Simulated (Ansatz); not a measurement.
rock-salt TiN (1 1 0) on polar orthorhombic HfO2 (1 1 0), 1 O on N sites at each interface (film strained to the substrate, started from cuts of the bulks and a machine-learned relaxation; slabs Hf12O26 and O2N16Ti18, which can lie off the formulas)

A periodic stack without vacuum, rock-salt TiN (1 1 0) on polar orthorhombic HfO2 (1 1 0), 1 O on N sites at each interface (film strained to the substrate, started from cuts of the bulks and a machine-learned relaxation; slabs Hf12O26 and O2N16Ti18, which can lie off the formulas): substrate slab Hf12O26, film O2N16Ti18, surface cells [[0, 1], [-1, 0]] and [[-1, 2], [-1, -1]], film strained by -1.9 and -0.4 %, outermost planes O/O and NTi/NTi as cut, which need not be the usual terminations and can put a slab off its formula.

The start was prepared with a machine-learned potential, and the result is one local minimum, with the in-plane cell held and forces under 0.04 eV/Å; the film can end far from its bulk form.

Method: PBE (plane waves to 420 eV, PAW; Ansatz, a first-principles code). Spin–orbit coupling is left out; the runs are not spin-polarised; PBE gaps are too small against experiment. Its k-point mesh 4×5×1, Fermi–Dirac width 0.05 eV.

interface area: 37.4 Å²
period: 22.52 Å
heights between the nearest atoms of the two slabs at the two interfaces: 1.35 and 1.17 Å
Hf–Ti contacts across the interfaces within 1.22 times the sum of covalent radii: 12, mean 3.59 Å
O–Ti contacts across the interfaces within 1.22 times the sum of covalent radii: 10, mean 2.11 Å
Hf–N contacts across the interfaces within 1.22 times the sum of covalent radii: 1, mean 2.21 Å

```yaml
crystal:
  lattice:
    - [7.32685, -0.00008, -0.20035]
    - [-0.00007, 5.10121, -0.00469]
    - [-0.61699, -0.02155, 22.54292]
  atoms:
    - { symbol: Hf, position: [0.78170, 0.34970, 0.06354] }
    - { symbol: Hf, position: [0.55103, 0.73078, 0.16948] }
    - { symbol: Hf, position: [0.02497, 0.83927, 0.13369] }
    - { symbol: Hf, position: [0.32513, 0.26393, 0.09059] }
    - { symbol: O, position: [0.30844, 0.89829, 0.12603] }
    - { symbol: O, position: [0.88630, 0.71394, 0.04563] }
    - { symbol: O, position: [0.54807, 0.51270, 0.09636] }
    - { symbol: O, position: [0.53575, 0.12190, 0.03024] }
    - { symbol: O, position: [0.84862, 0.54429, 0.16102] }
    - { symbol: O, position: [0.73208, 0.03565, 0.15279] }
    - { symbol: O, position: [0.02698, 0.18626, 0.09277] }
    - { symbol: O, position: [0.21876, 0.46249, 0.02277] }
    - { symbol: Hf, position: [0.27672, 0.26220, 0.25153] }
    - { symbol: Hf, position: [0.00730, 0.75100, 0.33706] }
    - { symbol: Hf, position: [0.54433, 0.77590, 0.32024] }
    - { symbol: Hf, position: [0.82170, 0.25397, 0.22864] }
    - { symbol: O, position: [0.80112, 0.97855, 0.29731] }
    - { symbol: O, position: [0.29283, 0.44907, 0.17302] }
    - { symbol: O, position: [0.02890, 0.46554, 0.27477] }
    - { symbol: O, position: [0.06354, 0.02941, 0.21424] }
    - { symbol: O, position: [0.36300, 0.46768, 0.32836] }
    - { symbol: O, position: [0.24251, 0.98382, 0.33036] }
    - { symbol: O, position: [0.46804, 0.97375, 0.24212] }
    - { symbol: O, position: [0.60094, 0.49748, 0.24411] }
    - { symbol: Hf, position: [0.75628, 0.29316, 0.42669] }
    - { symbol: Hf, position: [0.54993, 0.78234, 0.49412] }
    - { symbol: Hf, position: [0.01809, 0.82991, 0.48789] }
    - { symbol: Hf, position: [0.28269, 0.23640, 0.40457] }
    - { symbol: O, position: [0.30262, 0.97167, 0.47383] }
    - { symbol: O, position: [0.76161, 0.55937, 0.35899] }
    - { symbol: O, position: [0.49290, 0.46150, 0.44407] }
    - { symbol: O, position: [0.56089, 0.01071, 0.39596] }
    - { symbol: O, position: [0.81490, 0.55901, 0.49171] }
    - { symbol: O, position: [0.77045, 0.04169, 0.50121] }
    - { symbol: O, position: [0.98925, 0.05821, 0.41043] }
    - { symbol: O, position: [0.10153, 0.55430, 0.41716] }
    - { symbol: O, position: [0.46756, 0.63104, 0.56884] }
    - { symbol: O, position: [0.10682, 0.91798, 0.57027] }
    - { symbol: O, position: [0.47052, 0.11479, 0.63848] }
    - { symbol: N, position: [0.79714, 0.77371, 0.63616] }
    - { symbol: N, position: [0.13302, 0.43404, 0.63521] }
    - { symbol: N, position: [0.14427, 0.93643, 0.69739] }
    - { symbol: N, position: [0.47684, 0.61119, 0.69715] }
    - { symbol: N, position: [0.80953, 0.27473, 0.69628] }
    - { symbol: N, position: [0.15541, 0.44018, 0.76657] }
    - { symbol: N, position: [0.48907, 0.10805, 0.76645] }
    - { symbol: N, position: [0.82179, 0.77513, 0.76630] }
    - { symbol: N, position: [0.83368, 0.27472, 0.83328] }
    - { symbol: N, position: [0.16541, 0.94199, 0.83254] }
    - { symbol: N, position: [0.50034, 0.60857, 0.83194] }
    - { symbol: N, position: [0.84474, 0.77559, 0.90295] }
    - { symbol: N, position: [0.17597, 0.44444, 0.90014] }
    - { symbol: N, position: [0.51347, 0.10660, 0.89960] }
    - { symbol: O, position: [0.52463, 0.60883, 0.95994] }
    - { symbol: N, position: [0.84798, 0.27353, 0.97078] }
    - { symbol: N, position: [0.19084, 0.94841, 0.96229] }
    - { symbol: Ti, position: [0.30982, 0.27523, 0.69817] }
    - { symbol: Ti, position: [0.64667, 0.94745, 0.69793] }
    - { symbol: Ti, position: [0.97350, 0.60090, 0.69763] }
    - { symbol: Ti, position: [0.28402, 0.74400, 0.63017] }
    - { symbol: Ti, position: [0.62790, 0.47465, 0.63581] }
    - { symbol: Ti, position: [0.97779, 0.08819, 0.63627] }
    - { symbol: Ti, position: [0.99978, 0.61026, 0.83482] }
    - { symbol: Ti, position: [0.33483, 0.27390, 0.83501] }
    - { symbol: Ti, position: [0.66820, 0.93930, 0.83524] }
    - { symbol: Ti, position: [0.98780, 0.11017, 0.76551] }
    - { symbol: Ti, position: [0.32208, 0.77431, 0.76233] }
    - { symbol: Ti, position: [0.65503, 0.43913, 0.76423] }
    - { symbol: Ti, position: [0.67869, 0.94827, 0.96426] }
    - { symbol: Ti, position: [0.03340, 0.61488, 0.96742] }
    - { symbol: Ti, position: [0.35084, 0.26429, 0.96103] }
    - { symbol: Ti, position: [0.68220, 0.43836, 0.89969] }
    - { symbol: Ti, position: [0.00732, 0.11105, 0.90345] }
    - { symbol: Ti, position: [0.34102, 0.77948, 0.89897] }
```
